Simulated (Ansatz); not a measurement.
Base system: GeSe in the wurtzite structure (space group P6_3mc, No. 186; a = 4.790 Å, c = 5.862 Å; a hypothetical phase, not in the database extracts checked). Axes: x lies along a and z along c of the hexagonal cell.

The values are results of PBE in Ansatz (plane waves to 420 eV, PAW, no spin-orbit coupling), earlier PAW set, not measurements.

Strains are applied to the cell and any free atomic positions relax.

One change was made to it. Results:

```tsv
quantity	base	after
energy relative to the base (free energy F)	0 meV/atom	+57 meV/atom
band gap	0.92 eV	1.13 eV
```

Question: What was done to the base?
(A) isotropic strain +3.50 %
(B) isotropic strain −5.48 %
(C) isotropic strain +5.03 %
(D) uniaxial strain ε_xx = +1.34 %

Answer: C, isotropic strain +5.03 %. For comparison, the band gap in the other runs: isotropic strain +3.50 % gives 1.09 eV; uniaxial strain ε_xx = +1.34 % gives 0.96 eV; isotropic strain −5.48 % gives zero.

Whether these cells are dynamically stable was not tested. The final runs are not spin-polarised. A zero or small gap of GeSe under isotropic strain −5.48 % can be the functional's error rather than a property of the material.

Ansatz is a first-principles code.
